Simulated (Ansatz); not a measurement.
Consider interstitial H in rock-salt LiF with all lengths changed by -1 %, charge state +1. Method: PBE, PAW (plane waves to 420 eV; Ansatz, a program for electronic structure).

64-site cell at the strained lattice (strain from the relaxed PBE one, atoms relaxed), a 2×2×2 k-point mesh shifted by half a step, smearing 0.01 eV, spin-restricted, no finite-size correction. No zero-point or tunnelling terms. The charge state is imposed; whether it is stable for some Fermi level was not computed. Sites that were not tried may lie lower.

Relaxed starting cell (atoms counted from 1):

```yaml
crystal:
  lattice:
    - [8.05511, 0.00000, 0.00000]
    - [0.00000, 8.05511, 0.00000]
    - [0.00000, 0.00000, 8.05511]
  atoms:
    - { symbol: Li, position: [0.99796, 0.99770, 0.00024] }
    - { symbol: Li, position: [0.99179, 0.99154, 0.50023] }
    - { symbol: Li, position: [0.99956, 0.49965, 0.00025] }
    - { symbol: Li, position: [0.99070, 0.49903, 0.50023] }
    - { symbol: Li, position: [0.49989, 0.99926, 0.00023] }
    - { symbol: Li, position: [0.49926, 0.99050, 0.50024] }
    - { symbol: Li, position: [0.50296, 0.50270, 0.00024] }
    - { symbol: Li, position: [0.53451, 0.53436, 0.50022] }
    - { symbol: F, position: [0.24938, 0.99777, 0.00023] }
    - { symbol: F, position: [0.24831, 0.99368, 0.50023] }
    - { symbol: F, position: [0.25111, 0.49800, 0.00023] }
    - { symbol: F, position: [0.27375, 0.47538, 0.50024] }
    - { symbol: F, position: [0.74851, 0.00061, 0.00023] }
    - { symbol: F, position: [0.74540, 0.00371, 0.50024] }
    - { symbol: F, position: [0.75135, 0.49973, 0.00025] }
    - { symbol: F, position: [0.75543, 0.50081, 0.50023] }
    - { symbol: Li, position: [0.99668, 0.24842, 0.24565] }
    - { symbol: Li, position: [0.99669, 0.24841, 0.75483] }
    - { symbol: Li, position: [0.00072, 0.74842, 0.24852] }
    - { symbol: Li, position: [0.00070, 0.74843, 0.75196] }
    - { symbol: Li, position: [0.49896, 0.25009, 0.23869] }
    - { symbol: Li, position: [0.49900, 0.25015, 0.76178] }
    - { symbol: Li, position: [0.50070, 0.75240, 0.24565] }
    - { symbol: Li, position: [0.50069, 0.75241, 0.75483] }
    - { symbol: F, position: [0.24719, 0.24689, 0.25217] }
    - { symbol: F, position: [0.24717, 0.24690, 0.74829] }
    - { symbol: F, position: [0.25116, 0.74568, 0.25302] }
    - { symbol: F, position: [0.25117, 0.74568, 0.74745] }
    - { symbol: F, position: [0.74594, 0.25091, 0.25300] }
    - { symbol: F, position: [0.74595, 0.25090, 0.74747] }
    - { symbol: F, position: [0.75056, 0.75028, 0.25184] }
    - { symbol: F, position: [0.75056, 0.75030, 0.74864] }
    - { symbol: Li, position: [0.24866, 0.99645, 0.24565] }
    - { symbol: Li, position: [0.24868, 0.99645, 0.75482] }
    - { symbol: Li, position: [0.25046, 0.49867, 0.23876] }
    - { symbol: Li, position: [0.25040, 0.49870, 0.76170] }
    - { symbol: Li, position: [0.74868, 0.00043, 0.24851] }
    - { symbol: Li, position: [0.74868, 0.00044, 0.75196] }
    - { symbol: Li, position: [0.75268, 0.50044, 0.24566] }
    - { symbol: Li, position: [0.75266, 0.50046, 0.75483] }
    - { symbol: F, position: [0.99882, 0.99857, 0.25184] }
    - { symbol: F, position: [0.99882, 0.99857, 0.74863] }
    - { symbol: F, position: [0.00345, 0.49795, 0.25303] }
    - { symbol: F, position: [0.00344, 0.49795, 0.74744] }
    - { symbol: F, position: [0.49823, 0.00315, 0.25299] }
    - { symbol: F, position: [0.49822, 0.00317, 0.74747] }
    - { symbol: F, position: [0.50220, 0.50195, 0.25217] }
    - { symbol: F, position: [0.50223, 0.50193, 0.74830] }
    - { symbol: Li, position: [0.24641, 0.24617, 0.00021] }
    - { symbol: Li, position: [0.21475, 0.21461, 0.50023] }
    - { symbol: Li, position: [0.24949, 0.74957, 0.00025] }
    - { symbol: Li, position: [0.25010, 0.75840, 0.50024] }
    - { symbol: Li, position: [0.74985, 0.24924, 0.00025] }
    - { symbol: Li, position: [0.75861, 0.24986, 0.50024] }
    - { symbol: Li, position: [0.75142, 0.75116, 0.00024] }
    - { symbol: Li, position: [0.75757, 0.75733, 0.50024] }
    - { symbol: F, position: [0.99805, 0.24913, 0.00024] }
    - { symbol: F, position: [0.99387, 0.24808, 0.50022] }
    - { symbol: F, position: [0.00088, 0.74824, 0.00024] }
    - { symbol: F, position: [0.00398, 0.74514, 0.50024] }
    - { symbol: F, position: [0.49827, 0.25084, 0.00023] }
    - { symbol: F, position: [0.47586, 0.27326, 0.50023] }
    - { symbol: F, position: [0.49999, 0.75107, 0.00023] }
    - { symbol: F, position: [0.50104, 0.75523, 0.50024] }
    - { symbol: H, position: [0.37486, 0.37427, 0.50025] }
```
Cell charge +1.

End state 1 differs by these moves (Å; atoms that move under 0.08 Å are left out):

```tsv
atom	element	Δx	Δy	Δz
8	Li	-0.29	-0.18	0.00
12	F	-0.21	0.18	0.02
16	F	-0.08	-0.03	-0.01
21	Li	0.29	0.00	-0.18
25	F	0.21	0.02	0.18
29	F	0.08	-0.01	-0.03
33	Li	0.01	-0.06	0.05
35	Li	0.00	0.10	0.10
36	Li	-0.01	0.05	-0.06
49	Li	0.03	0.03	-0.07
50	Li	0.00	0.28	0.28
52	Li	-0.03	-0.07	0.03
53	Li	0.06	0.01	-0.06
56	Li	-0.06	-0.06	0.01
62	F	0.00	-0.19	-0.19
65	H	0.00	-1.00	-1.00
```

Predict the forward and backward barriers to end state 1 from PBE, PAW.

forward 0.30 eV, backward 0.30 eV; at the saddle point atom 65 has neighbours F at 0.99, 2 F at 1.82, F at 2.07; Li at 1.88, 2 Li at 2.00 Å. The saddle point's order was not checked, and it lies on a symmetry element of the cell, where a band can be held.

End state 2 differs by these moves (Å; atoms that move under 0.08 Å are left out):

```csv
atom,element,Δx,Δy,Δz
6,Li,0.28,-0.20,0.00
8,Li,-0.28,-0.20,0.00
10,F,0.20,0.25,0.00
12,F,-0.20,0.25,0.00
14,F,0.08,-0.04,0.00
16,F,-0.08,-0.04,0.00
50,Li,0.00,0.57,0.00
52,Li,0.00,-0.14,0.00
56,Li,0.00,-0.12,0.00
62,F,0.00,-0.38,0.00
64,F,0.00,-0.09,0.00
65,H,0.00,-2.00,0.00
```

What is the computed forward and backward barriers to end state 2 (PBE, PAW)?

forward 0.78 eV, backward 0.78 eV; at the saddle point atom 65 has neighbours F at 0.94; Li at 1.71 Å. The saddle point's order was not checked, and it lies on a symmetry element of the cell, where a band can be held.
